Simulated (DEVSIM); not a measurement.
Device: abrupt InP p-n junction, at 300 K.

Layer 1 from the left is InP, thickness (μm) 0.180, Na (cm⁻³) 2.7e15, τn (s) 2.2e-9, τp (s) 2.2e-9. Layer 2 from the left is InP, thickness (μm) 31.0, Nd (cm⁻³) 4e16, τn (s) 2.2e-9, τp (s) 2.2e-10.

Left contact: ohmic. Right contact: ohmic. Voltage is applied to the left contact. Recombination: SRH at mid-gap, radiative. Mobility is μmin + (μ − μmin)/(1 + (N/Nref)^α).

The device is made up for the run: typed textbook-type constants, with dimensions and the other settings drawn at random. Values at 300 K.

InP: gap (eV) 1.344, affinity (eV) 4.38, permittivity 12.5, Nc (cm⁻³) 5.7e17, Nv (cm⁻³) 1.1e19, μn (cm²/Vs) 5200, μp (cm²/Vs) 170, μn,min 400, μp,min 10, Nref,n 3e17, Nref,p 4.9e17, αn 0.47, αp 0.62, B (cm³/s) 1.2e-10.

DEVSIM, 1D drift-diffusion, Boltzmann statistics, complete ionisation; no tunnelling, impact ionisation, image-force lowering or self-heating.

**Question.** What does the simulation give for the largest field in the device at zero bias, the potential step across the device at zero bias, the dark forward voltage at 100 A/cm²?

**Answer.** largest field in the device at zero bias 49000 V/cm; potential step across the device at zero bias 1.060 V; dark forward voltage at 100 A/cm² 0.878 V.
